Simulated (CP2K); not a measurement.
**Worked example: self-consistent single point of Li3Mg (I4/mmm, 4 atoms in the cell) in CP2K**

Level of theory: CP2K with PBEsol, GPW, DZVP-MOLOPT-SR-GTH basis, GTH-PBE potentials (GTH_POTENTIALS).

Input as run:

```
&GLOBAL
  PROJECT run
  RUN_TYPE ENERGY_FORCE
  PRINT_LEVEL MEDIUM
&END GLOBAL
&FORCE_EVAL
  METHOD Quickstep
  STRESS_TENSOR ANALYTICAL
  &DFT
    BASIS_SET_FILE_NAME BASIS_MOLOPT
    POTENTIAL_FILE_NAME GTH_POTENTIALS
    &QS
      METHOD GPW
      EPS_DEFAULT 1E-10
    &END QS
    &MGRID
      CUTOFF 1000
      REL_CUTOFF 50
      NGRIDS 5
    &END MGRID
    &SCF
      SCF_GUESS ATOMIC
      EPS_SCF 1E-6
      MAX_SCF 100
      ADDED_MOS 4
      &DIAGONALIZATION
        ALGORITHM STANDARD
      &END DIAGONALIZATION
      &MIXING
        METHOD BROYDEN_MIXING
        ALPHA 0.2
        NBUFFER 8
      &END MIXING
      &SMEAR ON
        METHOD FERMI_DIRAC
        ELECTRONIC_TEMPERATURE [K] 580.23
      &END SMEAR
    &END SCF
    &KPOINTS
      SCHEME MONKHORST-PACK 11 11 11
    &END KPOINTS
    &XC
      &XC_FUNCTIONAL
        &PBE
          PARAMETRIZATION PBESOL
        &END PBE
      &END XC_FUNCTIONAL
    &END XC
    &PRINT
      &MO
        EIGENVALUES T
        OCCUPATION_NUMBERS T
        NDIGITS 8
        FILENAME mo
        &EACH
          QS_SCF 0
        &END EACH
        ADD_LAST NUMERIC
      &END MO
      &MULLIKEN ON
      &END MULLIKEN
    &END PRINT
  &END DFT
  &SUBSYS
    &CELL
      A 5.25512300 0.00000000 0.00000000
      B 1.71064900 4.96890300 0.00000000
      C -3.48288600 -2.48445200 3.05177400
      PERIODIC XYZ
    &END CELL
    &COORD
      SCALED
      Li       0.50000000     0.50000000     0.00000000
      Li       0.25000000     0.75000000     0.50000000
      Li       0.75000000     0.25000000     0.50000000
      Mg       0.00000000     0.00000000     0.00000000
    &END COORD
    &KIND Li
      BASIS_SET DZVP-MOLOPT-SR-GTH-q3
      POTENTIAL GTH-PBE-q3
    &END KIND
    &KIND Mg
      BASIS_SET DZVP-MOLOPT-SR-GTH-q10
      POTENTIAL GTH-PBE-q10
    &END KIND
  &END SUBSYS
  &PRINT
    &FORCES ON
    &END FORCES
    &STRESS_TENSOR ON
    &END STRESS_TENSOR
  &END PRINT
&END FORCE_EVAL
```

Output, abridged:

```
 GLOBAL| Method name                                                        CP2K
 GLOBAL| Project name                                                        run
 GLOBAL| Run type                                                   ENERGY_FORCE

 CELL| Volume [angstrom^3]:                                            79.688522
 CELL| Vector a [angstrom]:       5.255     0.000     0.000   |a| =     5.255123
 CELL| Vector b [angstrom]:       1.711     4.969     0.000   |b| =     5.255123
 CELL| Vector c [angstrom]:      -3.483    -2.484     3.052   |c| =     5.255123
 CELL| Angle (b,c), alpha [degree]:                                   131.510721
 CELL| Angle (a,c), beta  [degree]:                                   131.510714
 CELL| Angle (a,b), gamma [degree]:                                    71.002902
 CELL| Numerically orthorhombic:                                              NO
 CELL| Periodicity                                                           XYZ

 DFT| Spin restricted Kohn-Sham (RKS) calculation                            RKS
 DFT| Multiplicity                                                             2
 DFT| Number of spin states                                                    1
 DFT| Charge                                                                   0
 DFT| XC density smoothing                                                  NONE
 DFT| XC derivatives                                                          PW

 QS| Method:                                                                 GPW
 QS| Density plane wave grid type                        NON-SPHERICAL FULLSPACE
 QS| Number of grid levels:                                                    5
 QS| Density cutoff [a.u.]:                                                500.0
 QS| Multi grid cutoff [a.u.]: 1) grid level                               500.0
   [... lines left out ...]
 BRILLOUIN| Wavefunction type                                            COMPLEX
 BRILLOUIN| List of Kpoints [2 Pi/Bohr]                                      666
 BRILLOUIN| Number           Weight            X              Y              Z
 BRILLOUIN|     1           0.00150       -0.45455       -0.45455       -0.45455
 BRILLOUIN|     2           0.00150       -0.45455       -0.45455       -0.36364
 BRILLOUIN|     3           0.00150       -0.45455       -0.45455       -0.27273
   [... 663 lines left out ...]
 *******************************************************************************

 Extrapolation method: initial_guess

 Re-scaling the density matrix to get the right number of electrons
                  # Electrons              Trace(P)               Scaling factor
                           19                19.000                        1.000

 Number of electrons:                                                         19
 Number of occupied orbitals:                                                 10
 Number of molecular orbitals:                                                14

 Number of orbital functions:                                                 27
 Number of independent orbital functions:                                     27
 SCF WAVEFUNCTION OPTIMIZATION

  Step     Update method      Time    Convergence         Total energy    Change
     1 NoMix/Diag. 0.20E+00      -     1.04604170       -85.6948600704 -8.57E+01
     2 Broy./Diag. 0.20E+00      -     0.02584281       -85.5335347673  1.61E-01
     3 Broy./Diag. 0.20E+00      -     0.08486728       -85.4229599895  1.11E-01
     4 Broy./Diag. 0.20E+00      -     0.00200439       -85.3534476410  6.95E-02
     5 Broy./Diag. 0.20E+00      -     0.00161818       -85.3826770916 -2.92E-02
     6 Broy./Diag. 0.20E+00      -     0.00036848       -85.3842845780 -1.61E-03
     7 Broy./Diag. 0.20E+00      -     0.00034773       -85.3808859688  3.40E-03
     8 Broy./Diag. 0.20E+00      -     0.00002306       -85.3799925877  8.93E-04
     9 Broy./Diag. 0.20E+00      -     0.00003614       -85.3800693980 -7.68E-05
    10 Broy./Diag. 0.20E+00      -     0.00000057       -85.3801011345 -3.17E-05
  *** SCF run converged in    10 steps ***

  Electronic density on regular grids:        -18.9999999832        0.0000000168
  Core density on regular grids:               18.9999999983       -0.0000000017
  Total charge density on r-space grids:        0.0000000150
  Total charge density g-space grids:           0.0000000150

  Overlap energy of the core charge distribution:               0.00000000000000
  Self energy of the core charge distribution:               -165.38810365261139
  Core Hamiltonian energy:                                     44.08684139448363
  Hartree energy:                                              49.68182862107058
  Exchange-correlation energy:                                -13.76011751872486
  Electronic entropic energy:                                  -0.00054997875479
  Fermi energy:                                                 0.06475780474046

  Total energy:                                               -85.38010113446806
  Total energy (extrapolated to T->0):                        -85.37982614509066

                     Mulliken Population Analysis

 #  Atom  Element  Kind  Atomic population                           Net charge
       1     Li       1          2.953394                              0.046606
       2     Li       1          2.950136                              0.049864
       3     Li       1          2.950136                              0.049864
       4     Mg       2         10.146334                             -0.146334
 # Total charge                             19.000000                  0.000000

 ENERGY| Total FORCE_EVAL ( QS ) energy [hartree]            -85.380101531048965

 FORCES| Atomic forces [hartree/bohr]
 FORCES|   Atom     x               y               z               |f|
 FORCES|      1 -9.10078033E-15 -5.09039736E-16  2.17865108E-15   9.37175782E-15
 FORCES|      2  4.76334501E-06 -6.67452044E-06  1.54294829E-10   8.19991943E-06
 FORCES|      3 -4.76334501E-06  6.67452044E-06 -1.54296008E-10   8.19991944E-06
 FORCES|      4 -9.25452960E-15  4.26147228E-14 -7.59951513E-14   8.76180571E-14
 FORCES| Sum    -2.01169555E-14  4.21921414E-14 -7.49951707E-14
 FORCES| Total atomic force                                       8.83693630E-14

 STRESS| Analytical stress tensor [bar]
 STRESS|                        x                   y                   z
 STRESS|      x        8.55792792509E+03   3.81911236615E+02  -8.82605490475E+02
 STRESS|      y        3.81911236615E+02   8.29497261105E+03  -6.29592628467E+02
 STRESS|      z       -8.82605490475E+02  -6.29592628467E+02   7.46226901857E+03
 STRESS| 1/3 Trace                                             8.10505651824E+03
```

The run converged in 10 iterations.

The starting cell comes from a database of computed structures (which also holds hypothetical and non-ambient phases and stackings), without a prior relaxation at this level. Values carry the incompleteness of an atom-centred basis. The potentials were made for another functional than the one used.

Cost on one core of a shared machine: roughly 50 s.
